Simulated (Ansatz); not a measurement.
Results of r²SCAN in Ansatz (plane waves, PAW) for corundum Ga2O3 (metastable phase).

Numerical settings: plane-wave cutoff 600 eV, 6×6×6 k mesh, scalar-relativistic PAW data made under PBE.

Computed at the level's own relaxed cell.

Elastic tensor (GPa, Voigt notation, ions relaxed):

```
  412.0   186.5   137.2    19.2     0.0     0.0
  186.5   412.0   137.2   -19.2     0.0     0.0
  137.2   137.2   376.9     0.0     0.0     0.0
   19.2   -19.2     0.0    87.6     0.0     0.0
    0.0     0.0     0.0     0.0    87.6    19.2
    0.0     0.0     0.0     0.0    19.2   112.7
```

Work out the Voigt, Reuss and Hill averages of the bulk and shear moduli, Young's modulus and Poisson's ratio from the printed constants.

K_V = [C11 + C22 + C33 + 2(C12 + C13 + C23)]/9 = [1200.9 + 2 × 460.9]/9 = 235.9 GPa. G_V = [1200.9 − 460.9 + 3 × 287.9]/15 = 106.9 GPa. From the compliances S = C⁻¹, K_R = 233.9 and G_R = 100.7 GPa. Hill means: K = 234.9, G = 103.8 GPa. E = 9KG/(3K + G) = 271 GPa, ν = (3K − 2G)/(6K + 2G) = 0.31, K/G = 2.26.

Computed values are for the static lattice.

Ansatz is a program for electronic structure.
